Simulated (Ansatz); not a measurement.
**Fermi-surface data of Ir (Fm-3m)**

Given:

```yaml
crystal:
  lattice:
    - [0.00000, 1.89906, 1.89906]
    - [1.89906, 0.00000, 1.89906]
    - [1.89906, 1.89906, 0.00000]
  atoms:
    - { symbol: Ir, position: [0.00000, 0.00000, 0.00000] }
```

The numbers are results of PBEsol, rigid bands (plane waves, PAW, scalar-relativistic; Ansatz, a first-principles code), not measurements. Condition of this run: hydrostatic pressure 10 GPa (the target of the relaxation). How the cell was made: cell and atoms relaxed with PBEsol, then loaded as said.

- density of states at the Fermi level: 0.848 states/(eV·cell), both spins
- bare Sommerfeld coefficient: 2.00 mJ/(mol of atoms·K²)
- Drude plasma energy: 11.0 eV
- root-mean-square Fermi velocity: 8.7e5 m/s
- resistivity times τ: 4.0 ×10⁻²² Ω·m·s
- resistivity times mean free path: 3.6 ×10⁻¹⁶ Ω·m²

A metal at this level (no band gap); rigid bands, thermally averaged at 300 K, both spins. Spin-orbit coupling is left out, which matters with elements this heavy. τ is one relaxation time for all states; the product of resistivity and mean free path takes one path for all states instead.
